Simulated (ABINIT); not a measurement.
# Several settings converged on Pb (Fm-3m, 1 atom in the cell)

```
Pb
1.0
    0.00000     2.46758     2.46758
    2.46758     0.00000     2.46758
    2.46758     2.46758     0.00000
Pb
1
Direct
  0.00000   0.00000   0.00000
```

Base method: PBE, norm-conserving pseudopotentials (PseudoDojo nc-sr-05 PBE standard) (plane waves; ABINIT).

Base settings: pseudos = [Pb.upf]; ecut = 844 eV; ixc = 11; occopt = 7; tsmear = 0.1 eV; ngkpt = 8 8 8; nshiftk = 1; shiftk = 0 0 0; potentials = PseudoDojo nc-sr-05 PBE standard; nband = 12.

The count of work is k-points × plane waves × bands × iterations; it is no time. Core times come from one kind of shared machine, to one figure; runs under 30 s give none.

**The k-point mesh at a smearing width of 0.3 eV**

In this ladder: tsmear = 0.3 eV.

Only quantities that move along the ladder and can be compared are tabulated.

| ngkpt | free energy less the last step's (meV/atom) | pressure (GPa) | count of work / last | core time / last (rough) |
|---|---|---|---|---|
| 4 4 4 | 147.92 | 2.43 | 0.021 | – |
| 5 5 5 | 20.10 | 2.29 | 0.030 | – |
| 6 6 6 | 89.32 | 3.88 | 0.048 | – |
| 7 7 7 | -5.87 | 3.19 | 0.061 | – |
| 9 9 9 | -13.40 | 2.64 | 0.11 | – |
| 10 10 10 | 1.90 | 2.65 | 0.14 | – |
| 15 15 15 | -0.73 | 2.77 | 0.37 | 0.4 |
| 18 18 18 | 0.85 | 2.79 | 0.59 | 0.4 |
| 22 22 22 | 0.00 | 2.78 | 1.0 | 1 |

Coarsest ngkpt that holds the free energy within 5 meV/atom of the last step, with all finer ones: 10 10 10, at 0.14 of the last step's count of work; the step before is off by 13 meV/atom.

Coarsest ngkpt that holds the pressure within 0.05 GPa of the last step, with all finer ones: 15 15 15, at 0.37 of the last step's count of work and about 0.4 of the last step's time; the step before is off by 0.13 GPa.

**The width of Gaussian smearing**

In this ladder: ngkpt = 13 13 13.

Narrow widths need finer meshes than wide ones, so the last steps can hold mesh noise.

Only quantities that move along the ladder and can be compared are tabulated; pressure and forces are left out, as mesh noise rules them at narrow widths.

| tsmear | free energy less the last step's (meV/atom) |
|---|---|
| 1 eV | -129.24 |
| 0.5 eV | -31.89 |
| 0.3 eV | -11.21 |
| 0.2 eV | -4.51 |
| 0.1 eV | 0.00 |

Widest tsmear that holds the free energy within 5 meV/atom: not settled: the last two steps still differ by 4.5 meV/atom, over half the tolerance, so the ladder does not show it.

**The number of bands**

The mesh stays at the base's, so the ladder's end is converged at best in this setting alone.

Only quantities that move along the ladder and can be compared are tabulated.

| nband | free energy less the last step's (meV/atom) | pressure (GPa) | count of work / last |
|---|---|---|---|
| 7 | 1044.19 | 12.13 | 0.31 |
| 8 | 0.00 | 2.97 | 0.29 |
| 9 | 0.00 | 2.97 | 0.26 |
| 10 | 0.00 | 2.97 | 0.29 |
| 11 | 0.00 | 2.97 | 0.32 |
| 13 | 0.00 | 2.97 | 0.38 |
| 17 | 0.00 | 2.97 | 0.44 |
| 23 | 0.00 | 2.97 | 0.59 |
| 39 | 0.00 | 2.97 | 1.0 |

Coarsest nband that holds the pressure within 0.05 GPa of the last step, with all finer ones: 8, at 0.29 of the last step's count of work; the step before is off by 9.2 GPa.

Coarsest nband that holds the free energy within 5 meV/atom of the last step, with all finer ones: 8, at 0.29 of the last step's count of work; the step before is off by 1000 meV/atom.

On the base run: the starting cell has typed, rounded lattice constants, without a prior relaxation at this level. Its lattice was rescaled by up to half a per cent.

Left out of this page: 1 run of the series outside the window shown, repeating another row's setting, or not comparable.
